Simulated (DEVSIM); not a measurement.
Device: Mo/Si3N4/n-GaAs capacitor, at 400 K.

Layer 1 from the left is Si3N4, thickness (nm) 3.30. Layer 2 from the left is GaAs, thickness (nm) 6100, Nd (cm⁻³) 1.1e16.

Metal gate on the left, work function 4.6 eV. Fixed charge at the semiconductor interface -2.6e11 cm⁻² (in units of +e); no interface traps.

This is a model device: material constants are rounded textbook-type values typed into the input, and sizes, dopings and lifetimes were drawn at random. Values at 300 K; Nc and Nv go as T^1.5, mobilities as T to minus their exponent, the gap by Varshni's rule with the affinity fixed.

Si3N4: gap (eV) 5.1, affinity (eV) 2.1, permittivity 7.5. GaAs: gap (eV) 1.424, affinity (eV) 4.07, permittivity 12.9, Nc (cm⁻³) 4.7e17, Nv (cm⁻³) 9e18, Varshni α (eV/K) 0.000541, Varshni β (K) 204.

Question: Estimate by hand the flat-band voltage, the threshold voltage, and compare with a numerical solution.

Answer: 
- Flat-band voltage: C = 2.01 μF/cm², work-function difference 0.386 V; VFB = φms − qNf/C = 0.41 V; numerical 0.41 V.
- Threshold voltage: φF = 0.493 V, depletion charge √(4εqNφF) = 6.30e-8 C/cm²; VT = VFB − 2φF − Qd/C = -0.61 V; numerical -0.61 V.

DEVSIM, 1D Poisson equation in equilibrium, Boltzmann statistics, complete ionisation; no quantum confinement or tunnelling. Metal contacts follow the ideal Schottky-Mott rule: no Fermi-level pinning, no interface dipoles.
